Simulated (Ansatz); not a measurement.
How far to go with the k-point mesh at a smearing width of 0.02 eV: Al (Fm-3m, 1 atom in the cell)

```
Al
1.0
    0.00000     2.03107     2.03107
    2.03107     0.00000     2.03107
    2.03107     2.03107     0.00000
Al
1
Direct
  0.00000   0.00000   0.00000
```

Computed with PBEsol, default PAW files made with PBE (plane waves; Ansatz, an electronic-structure program).

Base settings: basis.ecutwfc = 420 eV; kpoints.mp_grid.grid = 14 14 14; hamiltonian.xc = pbesol; hamiltonian.pseudopotentials = {kind: paw} (the program's default PAW files); scf.occupations.method = gaussian; scf.occupations.width = 0.1 eV.

In this ladder: scf.occupations.width = 0.02 eV.

Only quantities that move along the ladder and can be compared are tabulated.

The count of work is k-points × plane waves × bands × iterations; it is no time. 

The starting cell has typed, rounded lattice constants, without a prior relaxation at this level. Its lattice was rescaled by up to half a per cent. Ansatz's pressure includes its estimate of the finite-basis (Pulay) stress.

Steps (kpoints.mp_grid.grid): 5 5 5; 6 6 6; 7 7 7; 9 9 9; 10 10 10; 13 13 13; 15 15 15; 18 18 18; 22 22 22; 27 27 27; 33 33 33.

**Question.** What is the coarsest kpoints.mp_grid.grid that holds the pressure within 1 GPa of the last step, with all finer ones?

**Answer.** 6 6 6, at 0.017 of the last step's count of work; the step before is off by 1.8 GPa.

**Question.** What is the coarsest kpoints.mp_grid.grid that holds the free energy within 5 meV/atom of the last step, with all finer ones?

**Answer.** 13 13 13, at 0.087 of the last step's count of work; the step before is off by 21 meV/atom.

| kpoints.mp_grid.grid | free energy less the last step's (meV/atom) | pressure (GPa) | count of work / last |
|---|---|---|---|
| 5 5 5 | 59.74 | -0.87 | 0.010 |
| 6 6 6 | -65.68 | -2.16 | 0.017 |
| 7 7 7 | -43.92 | -3.44 | 0.021 |
| 9 9 9 | 30.17 | -2.35 | 0.036 |
| 10 10 10 | 20.75 | -2.93 | 0.049 |
| 13 13 13 | 3.32 | -2.65 | 0.087 |
| 15 15 15 | -0.17 | -2.83 | 0.12 |
| 18 18 18 | 2.41 | -2.51 | 0.20 |
| 22 22 22 | -2.50 | -2.60 | 0.34 |
| 27 27 27 | -1.04 | -2.73 | 0.58 |
| 33 33 33 | 0.00 | -2.69 | 1.0 |

Keys are those of Ansatz 0.2.
